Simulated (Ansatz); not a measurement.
Take CaC2 (space group C2/c, No. 15; a = 6.5202 Å, b = 4.0835 Å, c = 7.2909 Å, α = γ = 90.00°, β = 106.08°; a cell from a computed database, its experimental status unchecked) as the base.

Levels (all Ansatz, a program for electronic structure, PAW): PBEsol (420 eV, scalar-relativistic without spin-orbit coupling); HSE06 (420 eV, no spin-orbit coupling).

The geometry is relaxed with PBEsol.

```
Property          Result
---------------  -------
PBEsol band gap  1.74 eV
```

With HSE06 at the same geometry, the band gap grows by 1.418 eV, from 1.74 eV to 3.15 eV.

Single points use the geometry relaxed with PBEsol. HSE06 gaps are upper bounds (no full band path). Whether these cells are dynamically stable was not tested.
